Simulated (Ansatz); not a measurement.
**Short convergence ladders for NbH2 (I4mm, 3 atoms in the cell)**

```
CELL_PARAMETERS angstrom
      0.00000     2.29598     2.29598
      2.29598     0.00000     2.29598
      2.29598     2.29598     0.00000
ATOMIC_POSITIONS crystal
  Nb 0.01089 0.01089 0.98911
  H  0.25000 0.25000 0.25000
  H  0.75000 0.75000 0.75000
```

Base method: PBEsol, default PAW files made with PBE (plane waves; Ansatz, an electronic-structure program).

Base settings: basis.ecutwfc = 30.9 Ry; kpoints.mp_grid.grid = 12 12 12; hamiltonian.xc = pbesol; hamiltonian.pseudopotentials = {kind: paw} (the program's default PAW files); scf.occupations.method = gaussian; scf.occupations.width = 0.0073 Ry.

The count of work is k-points × plane waves × bands × iterations; it is no time. 

**The width of Fermi-Dirac smearing**

In this ladder: kpoints.mp_grid.grid = 20 20 20; scf.occupations.method = fermi_dirac.

Narrow widths need finer meshes than wide ones, so the last steps can hold mesh noise.

Only quantities that move along the ladder and can be compared are tabulated; pressure and forces are left out, as mesh noise rules them at narrow widths.

| scf.occupations.width | free energy less the last step's (meV/atom) | energy extrapolated to zero width less the last step's (meV/atom) |
|---|---|---|
| 0.0735 Ry | -589.69 | -31.82 |
| 0.0367 Ry | -151.28 | 0.08 |
| 0.022 Ry | -52.70 | 1.41 |
| 0.0147 Ry | -22.17 | 0.85 |
| 0.0073 Ry | -4.13 | 0.24 |
| 0.0037 Ry | 0.00 | 0.00 |

Widest scf.occupations.width that holds the free energy within 5 meV/atom: not settled: the last two steps still differ by 4.1 meV/atom, over half the tolerance, so the ladder does not show it.

Widest scf.occupations.width that holds the energy extrapolated to zero width within 2 meV/atom of the last step, with all finer ones: 0.0367 Ry; the step before is off by 32 meV/atom.

The extrapolation to zero width removes most of the smearing's effect on the energy.

**The width of Methfessel-Paxton smearing**

In this ladder: kpoints.mp_grid.grid = 20 20 20; scf.occupations.method = methfessel_paxton.

Narrow widths need finer meshes than wide ones, so the last steps can hold mesh noise.

Only quantities that move along the ladder and can be compared are tabulated; pressure and forces are left out, as mesh noise rules them at narrow widths.

| scf.occupations.width | free energy less the last step's (meV/atom) |
|---|---|
| 0.0735 Ry | 2.24 |
| 0.0367 Ry | 1.16 |
| 0.022 Ry | 0.57 |
| 0.0147 Ry | 0.32 |
| 0.0073 Ry | 0.10 |
| 0.0037 Ry | 0.00 |

Widest scf.occupations.width that holds the free energy within 0.5 meV/atom of the last step, with all finer ones: 0.0147 Ry; the step before is off by 0.57 meV/atom.

**The mesh under tetrahedron occupations**

In this ladder: scf.occupations.method = tetrahedron; scf.occupations.width = default.

Only quantities that move along the ladder and can be compared are tabulated.

```csv
kpoints.mp_grid.grid,free energy less the last step's (meV/atom),pressure (GPa),count of work / last
5 5 5,7.23,-8.07,0.0083
6 6 6,-7.92,-8.50,0.014
8 8 8,2.08,-8.26,0.033
10 10 10,-1.21,-8.34,0.057
12 12 12,0.74,-8.30,0.091
15 15 15,0.00,-8.32,0.16
19 19 19,0.02,-8.31,0.31
23 23 23,-0.03,-8.32,0.52
29 29 29,0.00,-8.32,1.0
```

Coarsest kpoints.mp_grid.grid that holds the pressure within 0.05 GPa of the last step, with all finer ones: 10 10 10, at 0.057 of the last step's count of work; the step before is off by 0.06 GPa.

Coarsest kpoints.mp_grid.grid that holds the free energy within 0.5 meV/atom of the last step, with all finer ones: 15 15 15, at 0.16 of the last step's count of work; the step before is off by 0.74 meV/atom.

On the base run: the starting cell comes from a database of computed structures (which also holds hypothetical and non-ambient phases and stackings), without a prior relaxation at this level. Its lattice was rescaled by up to half a per cent. One atom was moved a little off its site on purpose. Spin polarisation is off. In the base run, with a pressure of about -8 GPa the cell is away from its equilibrium volume at this level. Ansatz's pressure includes its estimate of the finite-basis (Pulay) stress.

Left out of this page: 4 runs of the series outside the window shown, repeating another row's setting, or not comparable.

Keys are those of Ansatz 0.2.
